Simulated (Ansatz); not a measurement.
Data:

```xyz
4
Lattice="4.1711 0.0000 0.0000 -2.0855 3.6785 0.0000 0.0000 0.0000 6.9410" Properties=species:S:1:pos:R:3 pbc="T T T"
Cd     0.0000     2.4483     0.0096
Cd     2.0855     1.2302     3.4801
Se     0.0000     2.4764     2.6002
Se     2.0855     1.2021     6.0706
```

No spin polarisation.

All numbers come from LDA/PAW in Ansatz (a first-principles code), spin-orbit coupling left out. k-mesh 9×9×5 (Γ-centred); smearing 0.05 eV (Fermi–Dirac).

Problem. Predict the stress, band gap, valence-band top at Γ and electron mass.

Solution. 
- Stress (xx, yy, zz, yz, xz, xy; compression positive): (1.47, 0.94, 0.80, 0.00, 0.00, 0.00) GPa
- Band gap: 0.44 eV
- Valence-band top at Γ (three highest levels, from the VBM): 0.00, -0.07, -0.14 eV
- Electron mass: 0.047 mₑ along x, 0.051 mₑ across (at Γ)

The cells carry an imposed strain or load. Masses are band curvatures over ±0.01 Å⁻¹ around the edge. No phonon test of stability was made. The cell was made from CdSe in the wurtzite structure (space group P6_3mc, No. 186) by this change: uniaxial strain ε_xx = −1.80 %.
